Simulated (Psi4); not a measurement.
Psi4 1.11, PBE/def2-svpd: Hf(OH)4 ([OH][Hf]([OH])([OH])[OH]), 9 atoms. The geometry is a generated start, not checked to be a minimum at this level.

```json
{
  "task": "energy",
  "method": "pbe",
  "basis": "def2-svpd",
  "memory": "3 GB",
  "maxiter": "100",
  "keys_of_the_molecule_block": "symmetry c1",
  "scf_type": "df (default)",
  "e_convergence": "1e-06 (default)",
  "d_convergence": "1e-06 (default)",
  "dft_radial_points": "75 (default)",
  "dft_spherical_points": "302 (default)",
  "effective_core_potentials": "those of the basis set, past Kr",
  "basis_functions": "159",
  "grid_points": "195477"
}
```

```xyz
9

Hf     0.0225    -0.2259    -0.0449
O      1.5181    -0.4017    -1.1544
H      2.1363     0.3366    -1.1085
O      0.4704    -0.0003     1.7548
H      0.3403     0.9211     2.0117
O     -0.6632     1.4329    -0.5763
H     -1.0222     1.4009    -1.4711
O     -1.2998    -1.5455    -0.1387
H     -1.5025    -1.9182     0.7273
```

Charge 0 and multiplicity 1 are set for this test and not shown to be the ground state.

With the defaults (diis = true, scf_initial_accelerator = adiis, damping_percentage = 0, soscf = false, guess = auto, which took SAD, diis_max_vecs = 10, diis_start = 1, level_shift = 0, level_shift_cutoff = 0.01) it converges in 10 SCF iterations. One run each on 2 threads, with these changes:
- diis = false, scf_initial_accelerator = none, damping_percentage = 60
- guess = modhuckel
- soscf = true
- diis_max_vecs = 20
- diis_start = 4
- damping_percentage = 20
- level_shift = 0.1, level_shift_cutoff = 0.001
- guess = sapgau
- scf_initial_accelerator = none

### Question
Which runs fail or end elsewhere than the default run?

### Answer
No convergence: diis = false, scf_initial_accelerator = none, damping_percentage = 60 (the run ends without SCF convergence in 100 iterations). The rest reach the solution of the defaults.

| setting | SCF iterations | JK calls | end |
|---|---|---|---|
| soscf = true | 7 | 23 | same solution |
| the defaults | 10 | 11 | same solution |
| diis_max_vecs = 20 | 10 | 11 | same solution |
| scf_initial_accelerator = none | 10 | 11 | same solution |
| level_shift = 0.1, level_shift_cutoff = 0.001 | 10 | 11 | same solution |
| guess = modhuckel | 11 | 34 | same solution |
| diis_start = 4 | 17 | 18 | same solution |
| guess = sapgau | 21 | 21 | same solution |
| damping_percentage = 20 | 26 | 27 | same solution |
| diis = false, scf_initial_accelerator = none, damping_percentage = 60 | 100 | 101 | no convergence |

An SOSCF iteration holds several JK calls; a Hückel guess adds calls on atoms. 1 further run of the study ended by our limits or in an error and is left out.
